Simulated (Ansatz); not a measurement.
PtGe2 (Pnnm), PBEsol, DFPT electron-phonon coupling, linearised Boltzmann equation run with Ansatz (an electronic-structure program). Phonon-limited resistivity 37.8 μΩ·cm at 300 K along z (a = (5.77, 0.00, 0.00) Å; b = (0.00, 6.21, 0.00) Å; c = (0.00, 0.00, 2.92) Å), 51.4 μΩ·cm at 400 K, current-weighted mean free path 6.9 nm.

Problem. Estimate the electronic thermal conductivity at 300 K by the Wiedemann-Franz law (L₀ = 2.44×10⁻⁸ W·Ω/K²).

Solution. L₀T/ρ = 2.44×10⁻⁸ × 300/(37.8×10⁻⁸) = 19.4 W/(m·K). Inelastic scattering puts the true Lorenz number somewhat under L₀ near and below the Debye temperature.

Problem. Estimate the resistivity of a 20 nm square wire with diffuse walls from ρ ≈ ρ₀(1 + 3ℓ/4d).

Solution. 1 + 0.75 × 6.9/20 = 1.26, so ρ ≈ 47.6 μΩ·cm and a line 1 μm long has 1190 Ω. The formula is the free-electron limit for d well above ℓ; grain boundaries add to it.

Problem. What is the classical skin depth at 1 GHz (nonmagnetic, μ₀ = 1.257×10⁻⁶ H/m)?

Solution. δ = √(ρ/(π f μ₀)) = 9790 nm.

A metal at this level (no band gap). Only scattering by harmonic phonons is included (no impurities, grain boundaries, electron-electron scattering or thermal expansion). Spin-orbit coupling is left out, which matters with elements this heavy. Halving the electron mesh (16x16x28) moves the resistivity by up to 7 % at 300 K, the mean free path by up to 7 %. Smearing 0.20 eV; phonons on a 3x3x5 q mesh, which this run doesn't test.

Formula and space group known from diffraction (Crystallography Open Database), not checked to be the room-temperature form: PtGe2 (Pnnm).
